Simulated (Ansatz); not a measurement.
Functionals compared on Br on the 1x1 (100) surface of monoclinic HfO2 (cut with top plane 2 O), one in a 1x1 cell, started at the site 'top O', in Ansatz (plane waves, PAW). The structure was relaxed with PBE; the other rows are single points on it, each with its references at the same level. Cutoff 420 eV (500 eV for r2SCAN). The points keep PBE's geometry, so the relaxation of a polaron and the settling of charge on one site are left out.

Host crystal: monoclinic HfO2, with a band gap (PBE, scalar-relativistic without spin-orbit coupling).

Slab: 25 atoms, 9.3 Å thick at the start under the adsorbate (thin: gaps and levels are the slab's own); k 4x4x1, smearing 0.01 eV, dipole-corrected; 12 atoms held, the rest relaxed; no symmetry held; spin-polarised, ending with about 1.0 μB a cell; orders that need a larger cell were not tried, no spin-orbit, no U, no dispersion correction. At the end it is bonded to Hf. In PBE it is, or lies within 0.03 eV of, the lowest of the starts that converged. These notes are the PBE run's. RPBE: The program's check for a lower electronic state was not made. r2SCAN: The program's check for a lower electronic state was not made. Adsorption energies are against ½ Br2(g). A negative adsorption energy means that the adsorbate is more stable on the surface than in its reference.

```tsv
functional	adsorption energy (eV)	gap of the slab on its k-mesh (eV)	highest filled level below the top vacuum level (eV)	magnetic moment of the cell (μB)	rough cost of the single point
PBE	0.04	0.81	7.17	1.00	–
RPBE	0.24	0.86	7.10	1.00	about 9 core-minutes (a rough figure)
r2SCAN	[?]	[?]	[?]	1.00	very roughly 14 core-minutes
```

Some entries are withheld; supply them.


- r2SCAN, adsorption energy (eV): -0.16
- r2SCAN, gap of the slab on its k-mesh (eV): 1.27
- r2SCAN, highest filled level below the top vacuum level (eV): 7.57

Ansatz is a quantum-chemistry and plane-wave program.
